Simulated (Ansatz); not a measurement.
We consider 1T (CdI2-type) MgI2, described by r²SCAN+rVV10 (Ansatz, a quantum-chemistry and plane-wave program, plane waves, PAW).

Settings: plane-wave cutoff 560 eV, 12×12×6 k mesh (along the axes of the cell as run), Fermi–Dirac smearing 0.01 eV, scalar-relativistic PAW data made under PBE.

Computed at the level's own relaxed cell.

Estimate the volume per atom, smallest direct gap on the k points sampled and c axis length that the calculation returns.


- volume per atom = 34.27 Å³/atom
- smallest direct gap on the k points sampled = 4.46 eV
- c axis length = 6.879 Å

Measured, for comparison: lattice parameter c 6.88 Å (temperature not stated, copied from a table, unchecked, not corrected to a static lattice; as tabulated in Crystal Structures 1, 239 (1963)). Computed (rounded) less measured: lattice parameter c not scored (unchecked).

Note: the bulk modulus comes from volumes at which shape and atoms were relaxed.

Spin–orbit coupling is not included; with these elements it can move the gap by several tenths of an eV or more.

Computing time: around 16 core-minutes (rough).
